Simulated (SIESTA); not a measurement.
Band structure of ScCl₃ (R-3, 8 atoms in the cell).

```
CELL_PARAMETERS angstrom
      3.20436     1.85004     6.08369
     -3.20436     1.85004     6.08369
      0.00000    -3.70008     6.08369
ATOMIC_POSITIONS crystal
  Sc 0.33332 0.33332 0.33332
  Sc 0.66668 0.66668 0.66668
  Cl 0.71815 0.43702 0.07745
  Cl 0.28185 0.56298 0.92255
  Cl 0.07745 0.71815 0.43702
  Cl 0.92255 0.28185 0.56298
  Cl 0.43702 0.07745 0.71815
  Cl 0.56298 0.92255 0.28185
```

Method of the run: GGA PBEsol, numerical atomic orbitals DZP, PseudoDojo PBEsol standard norm-conserving potentials (rewritten from UPF to PSML) in SIESTA.

Settings: XC.functional = GGA; XC.authors = PBEsol; potentials = PseudoDojo PBEsol standard; PAO.BasisSize = DZP; PAO.EnergyShift = 0.005 Ry; MeshCutoff = 350 Ry; kgrid.MonkhorstPack = 4 4 4; OccupationFunction = FD; ElectronicTemperature = 232.09 K; MaxSCFIterations = 150; SCF.Mixer.Method = Pulay; SCF.Mixer.Weight = 0.1; SCF.Mixer.History = 6; SCF.DM.Tolerance = 1.0E-04.

The starting cell comes from a database of computed structures (which also holds hypothetical and non-ambient phases and stackings), without a prior relaxation at this level. Values carry the incompleteness of an atom-centred basis.

### Question
Predict the gap along the standard path and the places of the band edges.

### Answer
The gap along the path is 3.50 eV, from a point between Γ and X to L; the smallest direct gap on it is 3.61 eV. Another conduction valley lies within 0.1 eV, so the order of the valleys is not sure.

Levels in eV from the top of the valence band on the path, bands 29 to 33:
```
point     29     30     31     32    33
-----  -----  -----  -----  -----  ----
Γ      -0.21  -0.12  -0.12  -0.02  3.81
L      -0.47  -0.26  -0.19  -0.11  3.50
B1     -0.52  -0.38  -0.30  -0.22  3.54
B      -0.52  -0.38  -0.30  -0.22  3.54
Z      -0.32  -0.32  -0.18  -0.18  3.83
X      -0.51  -0.36  -0.24  -0.22  3.52
Q      -0.51  -0.36  -0.24  -0.22  3.52
F      -0.59  -0.33  -0.23  -0.12  3.55
P1     -0.59  -0.36  -0.23  -0.15  3.55
P      -0.59  -0.36  -0.23  -0.15  3.55
```

Higher empty bands are left out: an atom-centred basis made for the valence describes them poorly.
